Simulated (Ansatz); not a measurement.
Base system: ZnCu2SnS4 (space group I-4, No. 82; a = 5.3175 Å, c = 10.6431 Å). Axes: x, y, z lie along a, b, c of the conventional cell.

Level of theory: DFT with LDA, PAW potentials and a 420 eV plane-wave cutoff in Ansatz (an electronic-structure program), spin-orbit coupling left out.

Strains are applied to the cell and any free atomic positions relax; under biaxial strain the out-of-plane vector relaxes too.

One change was made to it. Results:

The band gap becomes zero (base: 0.14 eV); the energy increases by 5.3 meV/atom; the pressure (mean of the normal stresses, compression positive) goes from zero to -1.3 GPa; the volume per atom rises by 0.28 Å³, from 18.81 Å³ to 19.09 Å³.

Problem. Name the change that was made.
A. biaxial strain +2.25 %, plane normal [001], relaxed out of plane
B. biaxial strain +0.75 %, plane normal [001], relaxed out of plane
C. biaxial strain +3.00 %, plane normal [001], relaxed out of plane

Solution. A, biaxial strain +2.25 %, plane normal [001], relaxed out of plane. For comparison, the energy relative to the base in the other runs: biaxial strain +0.75 %, plane normal [001], relaxed out of plane gives +0.6 meV/atom; biaxial strain +3.00 %, plane normal [001], relaxed out of plane gives +9.3 meV/atom.

Whether these cells are dynamically stable was not tested. All final runs are without spin polarisation. Gaps under 0.05 eV, about the width of the smearing, are given as zero. A zero or small gap of ZnCu2SnS4 can be the functional's error rather than a property of the material.
